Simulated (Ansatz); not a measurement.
# KBr in the rock salt structure (space group Fm-3m, No. 225)

```yaml
crystal:
  lattice:
    - [0.00000, 3.27479, 3.27479]
    - [3.27479, 0.00000, 3.27479]
    - [3.27479, 3.27479, 0.00000]
  atoms:
    - { symbol: K, position: [0.00000, 0.00000, 0.00000] }
    - { symbol: Br, position: [0.50000, 0.50000, 0.50000] }
```

The values are results of PBEsol in Ansatz (plane waves to 420 eV, PAW, spin-orbit coupling left out), not measurements. k-mesh 9×9×9 (Γ-centred); smearing 0.05 eV (Fermi–Dirac).

```yaml
volume_per_atom: 35.12 Å³
density: 2.81 g/cm³
band_gap: 4.34 eV, direct at Γ
electron_mass: 0.37 mₑ
Lowest conduction-band minima above the VBM: Γ 4.34 eV; X along ⟨100⟩ 5.72 eV
total_energy: -2127.992 eV/atom (σ→0; compares only within this code and set-up)
```

Effective masses come from finite differences of ±0.01 Å⁻¹. Whether these cells are dynamically stable was not tested.

Ansatz is a quantum-chemistry and plane-wave program.
